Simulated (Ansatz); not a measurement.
One base run on Cs2RbYCl6 (Fm-3m, 10 atoms in the cell) and variants with one or two settings moved

```cif
data_Cl6Cs2RbY
_chemical_formula_sum 'Cs2 Rb1 Y1 Cl6'
_space_group_name_H-M_alt 'P 1'
_space_group_IT_number 1
_cell_length_a 8.18423
_cell_length_b 8.18423
_cell_length_c 8.18423
_cell_angle_alpha 60.000
_cell_angle_beta 60.000
_cell_angle_gamma 60.000
loop_
_space_group_symop_operation_xyz
  'x, y, z'
loop_
_atom_site_label
_atom_site_type_symbol
_atom_site_fract_x
_atom_site_fract_y
_atom_site_fract_z
_atom_site_occupancy
Cs1 Cs 0.75000 0.75000 0.75000 1
Cs2 Cs 0.25000 0.25000 0.25000 1
Rb1 Rb 0.50000 0.50000 0.50000 1
Y1 Y 0.00000 0.00000 0.00000 1
Cl1 Cl 0.77146 0.22854 0.22854 1
Cl2 Cl 0.22854 0.77146 0.77146 1
Cl3 Cl 0.22854 0.77146 0.22854 1
Cl4 Cl 0.77146 0.22854 0.77146 1
Cl5 Cl 0.22854 0.22854 0.77146 1
Cl6 Cl 0.77146 0.77146 0.22854 1
```

Base run A: PBE0, default PAW files made with PBE in Ansatz (a quantum-chemistry and plane-wave program), self-consistent single point.

Its settings: basis.ecutwfc = 30.9 Ry; kpoints.mp_grid.grid = 3 3 3; hamiltonian.xc = pbe0; hamiltonian.pseudopotentials = {kind: paw} (the program's default PAW files); scf.occupations.method = gaussian; scf.occupations.width = 0.0007 Ry.

The starting cell comes from a database of computed structures (which also holds hypothetical and non-ambient phases and stackings), without a prior relaxation at this level. Ansatz's pressure includes its estimate of the finite-basis (Pulay) stress.

ΔF is the free energy per atom less that of run A. A dash stands where there is no value to compare (another energy zero or no entropy term, no result, no spin, no clean gap, or a mesh too coarse for one). Absolute energies have different zeros for different potentials, functionals, Hubbard and dispersion terms and are not compared across them.

Runs D, F sample the zone with one or two k-points, far too few for so small a cell.

Runs:
- B: hamiltonian.xc: pbe0 → pbesol [PBEsol]
- C: hamiltonian.xc: pbe0 → hse06 [HSE06]
- D: kpoints.mp_grid.grid: 3 3 3 → 1 1 1
- E: kpoints.mp_grid.grid: 3 3 3 → 2 2 2
- F: kpoints.mp_grid.grid: 3 3 3 → 1 1 1; kpoints.mp_grid.shift: default → 0.5 0.5 0.5
- G: scf.convergence.dr2_threshold: default (1e-07 eV) → 1e-06 eV
- H: scf.mixing.preconditioner: default (the program chose none) → none
- I: scf.mixing.algorithm: default (the program chose MSR1) → anderson
- J: scf.mixing.algorithm: default (the program chose MSR1) → anderson; scf.mixing.beta: default → 0.5

```tsv
run	ΔF (meV/atom)	pressure (GPa)	largest force (eV/Å)	gap on the mesh (eV)	k-points
A	0.00	-0.44	0.119	6.960	4
B	–	-1.17	0.173	4.825	4
C	–	-0.42	0.117	6.216	4
D	126.8	1.10	0.235	6.925	1
E	0.50	-0.43	0.120	6.962	3
F	-15.8	-0.65	0.100	7.787	1
G	0.00	-0.44	0.119	6.960	4
H	0.00	-0.44	0.119	6.960	4
I	0.00	-0.44	0.119	6.960	4
J	0.00	-0.44	0.119	6.960	4
```

Run E against A: The free energy is nearly the same (within 1 meV/atom), the pressure moves little (-0.44 to -0.43 GPa), the largest force hardly changes (0.119 to 0.120 eV/Å) and the gap on the mesh moves little (6.960 to 6.962 eV).

Run B against A: The pressure goes from -0.44 to -1.17 GPa, the largest force goes from 0.119 to 0.173 eV/Å and the gap on the mesh goes from 6.960 to 4.825 eV.

Run F against A: The free energy goes down by 15.8 meV/atom, the pressure goes from -0.44 to -0.65 GPa, the largest force goes from 0.119 to 0.100 eV/Å and the gap on the mesh goes from 6.960 to 7.787 eV.

Keys are those of Ansatz 0.2.
